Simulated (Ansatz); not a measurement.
An Ansatz (an electronic-structure program) run: SbSI with a change (pressure 10 GPa); PBEsol (Ansatz), no spin-orbit coupling.

Input:

Ansatz 0.2 input:
```yaml
crystal:
  lattice:
    - [7.7927351443, 0, 0]
    - [0, 3.9677663289, 0]
    - [0, 0, 9.2241665418]
  atoms:
    - { symbol: Sb, position: [0.1589671036, 0.75, 0.8838607657] }
    - { symbol: Sb, position: [0.8410328964, 0.25, 0.1161392343] }
    - { symbol: Sb, position: [0.3410328964, 0.25, 0.3838607657] }
    - { symbol: Sb, position: [0.6589671036, 0.75, 0.6161392343] }
    - { symbol: S, position: [0.3431108921, 0.75, 0.5664213672] }
    - { symbol: S, position: [0.6568891079, 0.25, 0.4335786328] }
    - { symbol: S, position: [0.1568891079, 0.25, 0.0664213672] }
    - { symbol: S, position: [0.8431108921, 0.75, 0.9335786328] }
    - { symbol: I, position: [0.491264309, 0.75, 0.1635447708] }
    - { symbol: I, position: [0.508735691, 0.25, 0.8364552292] }
    - { symbol: I, position: [1.008735691, 0.25, 0.6635447708] }
    - { symbol: I, position: [-0.008735691, 0.75, 0.3364552292] }
basis: { ecutwfc: 420, ecutrho_ratio: 4, xc_grid: 2, fft_grid_basis: typed }
kpoints: { mp_grid: { grid: [3, 7, 3] } }
hamiltonian:
  xc: pbesol
  dispersion: none
  pseudopotentials: { kind: paw }
scf: { occupations: { method: fermi_dirac, width: 0.05 } }
relax: { f_tol: 0.01, max_steps: 60, cell: { stress_tol: 0.02, p_target: 10 } }
output: { forces: true, stress: true }
checkpoint: { write: state.ck, write_every: 1000 }
```

Output (explanatory and most iteration lines left out):

```
Relaxation: its limit of steps is 60 (relax.max_steps)
Pseudopotential: Sb, paw, valence charge 15
Pseudopotential: S, paw, valence charge 6
Pseudopotential: I, paw, valence charge 17
Crystal: 12 atoms, lattice volume = 285.209 Å³
Basis set: ecut = 420 eV, 5573 PW (Γ), exchange–correlation on 108×54×128 points (8 copies of the dense FFT grid, shifted against one another)
Bands: 92, of which v1, the nominal top of the filled ones, is band 76 counted from 1 (75 counted from 0)
Symmetry: 8 space group operations
Space group: Pnma (ITA 62), of the structure as read, at distance tolerance 6.6e-5 Å
k-points: 16 of 63
Functional: x = pbesol(κ = 0.804, μ = 0.12345679012345678), c = pbesol(β = 0.046)
SCF iter   1: F=—  HF=-58904.076095 eV  |F-HF|=—  |Δ(HF+E_count)|=         —  Δρ=4.44e-3  dr2=8.09e-2  ethr=1.77e-3  ⟨swp⟩=8.8  Hψ=6462  notcnv=0  defer=26
SCF iter   2: F=—  HF=-58904.054845 eV  |F-HF|=—  |Δ(HF+E_count)|=   2.12e-2  Δρ=2.59e-3  dr2=2.46e-2  ethr=5.32e-5  ⟨swp⟩=2.0  Hψ=2263  notcnv=0  defer=58
SCF 1 converged in 7 iterations: F = -58904.049474 eV  dr2 = 9.13e-8
relax step   1: F+E_penalty+E_count = -58904.04947446 eV  Δ(F+E_penalty+E_count) = +0.000e0 eV  max|allowed force component| = 5.849e-3 eV/Å  Δτ_max = 0.0000 Å  P = +7.493 GPa  Ω = 285.209 Å³  (7 SCF iters, dr2 threshold 1.00e-7 eV, accepted)
[... steps on the carried basis left out ...]
relax step   9: F+E_penalty+E_count = -58903.51298376 eV  Δ(F+E_penalty+E_count) = +2.233e-3 eV  max|allowed force component| = 1.325e-3 eV/Å  Δτ_max = 0.0000 Å  P = +10.003 GPa  Ω = 275.332 Å³  stress off target by 8.16e-3 GPa  SCF on the basis re-selected at this cell (its energy is not comparable with the rows above)  (5 SCF iters)
SCF converged after 5 iterations
Free energy (F): -58903.512984 eV
Internal energy: -58903.512983 eV  (E = F + TS)
E sigma→0 (E₀):  -58903.512984 eV
Entropy (-TS):   -0.000000 eV (-0.000 meV/atom)
Fermi energy:    11.487597 eV
--- Forces (eV/Å), atoms counted from 1 ---
  atom   1  Sb    -0.00008793    -0.00000000    -0.00047042
  atom   2  Sb     0.00008793    -0.00000000     0.00047042
  atom   3  Sb     0.00008793     0.00000000    -0.00047042
  atom   4  Sb    -0.00008793     0.00000000     0.00047042
  atom   5  S     -0.00022523     0.00000000     0.00132494
  atom   6  S      0.00022523     0.00000000    -0.00132494
  atom   7  S      0.00022523     0.00000000     0.00132494
  atom   8  S     -0.00022523     0.00000000    -0.00132494
  atom   9  I      0.00023337     0.00000000     0.00012765
  atom  10  I     -0.00023337    -0.00000000    -0.00012765
  atom  11  I     -0.00023337    -0.00000000     0.00012765
  atom  12  I      0.00023337     0.00000000    -0.00012765
--- Stress (GPa, compression-positive) ---
        9.997178       0.000000       0.000000
        0.000000      10.008160       0.000000
        0.000000       0.000000      10.003446
  P = ⅓ Tr σ = 10.0029 GPa (100.029 kbar)
--- Relaxed structure (8 steps of the walk, 7 accepted, 1 SCFs on fresh bases) ---
  cell:  # Å, volume = 275.3319 Å³
    - [7.679552070858195, 0.0, 0.0]
    - [0.0, 3.9557485810193866, 0.0]
    - [0.0, 0.0, 9.0634167787784]
  atoms:
    - { symbol: Sb, position: [0.16600911328476106, 0.75, 0.8864434346665967] }
    - { symbol: Sb, position: [0.833990886715239, 0.25, 0.11355656533340346] }
    - { symbol: Sb, position: [0.33399088671523913, 0.25, 0.3864434346665965] }
    - { symbol: Sb, position: [0.6660091132847612, 0.75, 0.6135565653334034] }
    - { symbol: S, position: [0.3442935884926482, 0.75, 0.5697082757298194] }
    - { symbol: S, position: [0.6557064115073519, 0.25, 0.4302917242701804] }
    - { symbol: S, position: [0.15570641150735182, 0.25, 0.06970827572981951] }
    - { symbol: S, position: [0.8442935884926482, 0.75, 0.9302917242701806] }
    - { symbol: I, position: [0.4877636011122444, 0.75, 0.16350194238861726] }
    - { symbol: I, position: [0.5122363988877557, 0.25, 0.8364980576113829] }
    - { symbol: I, position: [1.0122363988877559, 0.25, 0.6635019423886171] }
    - { symbol: I, position: [-0.012236398887755648, 0.75, 0.33649805761138285] }
```

With I and Sb present, leaving out spin-orbit coupling can change the band edges. Load acts through the strain it causes; cell and atoms are relaxed under it. Stability against distortions was not tested. No other phases were tried under pressure. The cell was made from SbSI (space group Pnma, No. 62) by this change: pressure 10 GPa.
